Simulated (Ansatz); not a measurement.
# Rh: Rh → As

The reference is Rh in the fcc (Cu type) structure (space group Fm-3m, No. 225; a = 3.780 Å).

It is then changed as follows: full substitution Rh → As; the structure is relaxed again.

Calculations: PBEsol (Ansatz, a program for electronic structure; PAW; 420 eV plane waves; no spin-orbit coupling), earlier PAW set. Γ-centred 19×19×19 mesh, Fermi–Dirac width 0.05 eV, for the changed cell.

```json
[
 {"quantity": "volume per atom", "base": "13.50 Å³", "changed": "18.42 Å³", "shift": "+4.92 Å³"},
 {"quantity": "density", "base": "12.65 g/cm³", "changed": "6.75 g/cm³", "shift": "-5.90 g/cm³"},
 {"quantity": "lattice parameter a", "base": "3.780 Å", "changed": "4.193 Å", "shift": "+0.4123 Å"},
 {"quantity": "space group", "base": "Fm-3m (No. 225)", "changed": "Fm-3m (No. 225)", "shift": "–"},
 {"quantity": "band gap", "base": "zero", "changed": "zero", "shift": "–"}
]
```

Cost of the whole job for the changed cell (relaxation, final SCF and bands): very roughly 19 core-seconds.

No phonon test of stability was made. As relaxed here, As is a hypothetical phase, not in the database extracts checked. All final runs are without spin polarisation.
